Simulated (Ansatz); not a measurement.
We consider SrO (P6₃/mmc, No. 194, 4 atoms in the cell; start mp-754824; a measured phase of this formula has another space group), described by HSE06 in Ansatz (PAW).

Settings: plane-wave cutoff 460 eV, 9×9×6 k mesh (along the axes of the cell as run), Fermi–Dirac smearing 0.01 eV, scalar-relativistic PAW data made under PBE.

Cell (relaxed with PBEsol):

```cif
data_O2Sr2
_chemical_formula_sum 'Sr2 O2'
_space_group_name_H-M_alt 'P 1'
_space_group_IT_number 1
_cell_length_a 4.23580
_cell_length_b 4.23580
_cell_length_c 5.10897
_cell_angle_alpha 90.000
_cell_angle_beta 90.000
_cell_angle_gamma 120.000
loop_
_space_group_symop_operation_xyz
  'x, y, z'
loop_
_atom_site_label
_atom_site_type_symbol
_atom_site_fract_x
_atom_site_fract_y
_atom_site_fract_z
_atom_site_occupancy
Sr1 Sr 0.33333 0.66667 0.93751 1
Sr2 Sr 0.66667 0.33333 0.43751 1
O1 O 0.33333 0.66667 0.43749 1
O2 O 0.66667 0.33333 0.93749 1
```

Predict the band gap.


- band gap: 4.09 eV (on the SCF k mesh)

Note: cell and atoms aren't relaxed at this level (pressure 1.4 GPa).

Spin–orbit coupling is not included.

The computed numbers hold no vibrational or temperature effects.

A start named mp-… is a Materials Project structure, which need not be a measured phase.

Ansatz is a program for electronic structure.
